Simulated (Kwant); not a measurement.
System: GaN/Al0.2Ga0.8N stack with 2 barriers. One parabolic valley. Leads of mass 0.2 mₑ with the band edge at 0; grid 0.1 nm; bias 0 V, dropping linearly over the stack.

```
layer  thickness (nm)  band offset (eV)  mass (mₑ)
-----  --------------  ----------------  ---------
1                 1.1              0.35       0.22
2                 4.8                 0        0.2
3                 1.1              0.35       0.22
```

The device is made up for the run: typed textbook-type constants, with dimensions and the other settings drawn at random.

Kwant, one-band effective-mass tight-binding model in one dimension, coherent, no space charge.

Sweep values stay those of the base run.

Base results: transmission at E = 0.4484 eV 0.64; transmission at E = 0.3367 eV 0.27; mean transmission over the sweep 0.31; transmission at E = 0.2251 eV 0.15.

Question: What follows from this one change: height of the first barrier 0.35 → 0.21 eV?

Answer: transmission at E = 0.4484 eV little changed (0.65); transmission at E = 0.3367 eV 0.27 → 0.52; mean transmission over the sweep 0.31 → 0.38; transmission at E = 0.2251 eV 0.15 → 0.23.

Question: What follows from this one change: width of the first well 4.8 → 2.9 nm?

Answer: transmission at E = 0.4484 eV 0.64 → 0.48; transmission at E = 0.3367 eV 0.27 → 0.83; mean transmission over the sweep 0.31 → 0.32; transmission at E = 0.2251 eV 0.15 → 0.082.
